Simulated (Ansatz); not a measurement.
Consider K in the bcc (W type) structure (space group Im-3m, No. 229).

```xyz
1
Lattice="-2.6721 2.6721 2.6721 2.6721 -2.6721 2.6721 2.6721 2.6721 -2.6721" Properties=species:S:1:pos:R:3 pbc="T T T"
K      0.0000     0.0000     0.0000
```

All numbers come from r2SCAN, PAW, 500 eV (Ansatz, an electronic-structure program; no SOC), earlier PAW set.

For the base:

- Lattice parameter a = 5.344 Å

It is then changed as follows: full substitution K → Cs, then cell and atoms are relaxed.

Tabulated Pauling electronegativity and covalent radius: K 0.82, 2.03 Å; Cs 0.79, 2.44 Å.

How does this affect the lattice parameter a?

The lattice parameter a goes up by 0.931 Å, from 5.344 Å to 6.275 Å.

Whether these cells are dynamically stable was not tested. All final runs are without spin polarisation.
